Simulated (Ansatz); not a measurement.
A relaxation of the atoms of LaC₂ (Imm2, 3 atoms in the cell) with Ansatz (a quantum-chemistry and plane-wave program).

Method: LDA (PW92), default PAW files made with PBE (plane waves; Ansatz).

The change in words: one atom moved by 0.15 angstrom; relax: default → atoms; relax.f_tol: default → 0.005 eV/Å. Reference geometry:
```xyz
3
Lattice="-2.0051 2.4423 2.7287 2.0051 -2.4423 2.7287 2.0051 2.4423 -2.7287" Properties=species:S:1:pos:R:3 pbc="T T T"
La     0.0000     0.0000     0.0000
C      0.0000     0.6507     2.7287
C      2.0051     1.7916     0.0000
```

Reference input (self-consistent single point, DFT, LDA (PW92), plane waves, default PAW files made with PBE): basis.ecutwfc = 420 eV; kpoints.mp_grid.grid = 11 11 11; hamiltonian.xc = lda; hamiltonian.pseudopotentials = {kind: paw} (the program's default PAW files); scf.occupations.method = gaussian; scf.occupations.width = 0.1 eV. This run's input differs from it in these lines:

```diff
@@ -7,3 +7,3 @@
   atoms:
-    - { symbol: La, position_ang: [0.00000000, 0.00000000, 0.00000000] }
+    - { symbol: La, position_ang: [0.00000000, -0.00000000, 0.14999812] }
     - { symbol: C, position_ang: [-0.00000000, 0.65073973, 2.72872700] }
@@ -19,2 +19,4 @@
   occupations: { method: gaussian, width: 0.1 eV }
+relax:
+  f_tol: 0.005
 output:
```

Log, with long lists cut:

```
   [... SCF lines of the steps left out ...]
relax step   1: F+E_penalty+E_count = -6562.08808152 eV  Δ(F+E_penalty+E_count) = +0.000e0 eV  max|allowed force component| = 9.809e-1 eV/Å  Δτ_max = 0.0000 Å  (6 SCF iters, dr2 threshold 6.25e-7 eV, accepted)
relax step   2: F+E_penalty+E_count = -6562.09874685 eV  Δ(F+E_penalty+E_count) = -1.067e-2 eV  max|allowed force component| = 9.334e-1 eV/Å  Δτ_max = 0.1950 Å  (5 SCF iters, dr2 threshold 6.01e-5 eV, accepted)
   [... lines left out ...]
relax step   5: F+E_penalty+E_count = -6562.16437343 eV  Δ(F+E_penalty+E_count) = +9.644e-5 eV  max|allowed force component| = 1.160e-1 eV/Å  Δτ_max = 0.0012 Å  (5 SCF iters, rejected (line search))
relax step   6: F+E_penalty+E_count = -6562.16448103 eV  Δ(F+E_penalty+E_count) = -1.116e-5 eV  max|allowed force component| = 7.064e-3 eV/Å  Δτ_max = 0.0006 Å  (4 SCF iters, accepted)
relax step   7: F+E_penalty+E_count = -6562.16448504 eV  Δ(F+E_penalty+E_count) = -4.009e-6 eV  max|allowed force component| = 1.203e-4 eV/Å  Δτ_max = 0.0007 Å  (3 SCF iters, accepted)
the relaxation is at rest under the 4 symmetry operations that the run kept from its start: a minimum is not shown …
Stability not checked: this state was not tested for a lower state beside it, because too few of the mixer's solves of this state at the end of the SCF gave a …
Free energy (F): -6562.164485 eV
Internal energy: -6562.159795 eV  (E = F + TS)
E sigma→0 (E₀):  -6562.162140 eV
Entropy (-TS):   -0.004690 eV (-1.563 meV/atom)
Fermi energy:    9.770270 eV
--- Forces (eV/Å), atoms counted from 1 ---
  atom   1  La     0.00000000     0.00000000     0.00015585
   [... lines left out ...]
  F+E_penalty+E_count = -6562.16448504 eV   max|allowed force component| = 1.203e-4 eV/Å
  atoms:
    - { symbol: La, position: [0.009159488344914162, 0.009159488344914162, 6.10386712456269e-20] }
    - { symbol: C, position: [0.6411653564510769, 0.5091627555352821, 0.1320026009157947] }
    - { symbol: C, position: [0.37716015461948754, 0.5091627555352821, 0.8679973990842054] }
```

The run converged. 

Summary of the result:
- Free energy E − TS (on the zero of these files) = -6562.1645 eV
- Fermi level (on the code's own zero) = 9.77 eV
- Pressure = -5.82 GPa
- Relaxation steps = 7

The starting cell comes from a database of computed structures (which also holds hypothetical and non-ambient phases and stackings), without a prior relaxation at this level. Its lattice was rescaled by up to half a per cent. For this run, on top of that: one atom moved by 0.15 angstrom. The relaxation keeps the symmetry of its start, so its end need not be a minimum. Ansatz's pressure includes its estimate of the finite-basis (Pulay) stress.

Cost on one core of a shared machine: roughly 2 min.

Keys are those of Ansatz 0.2.
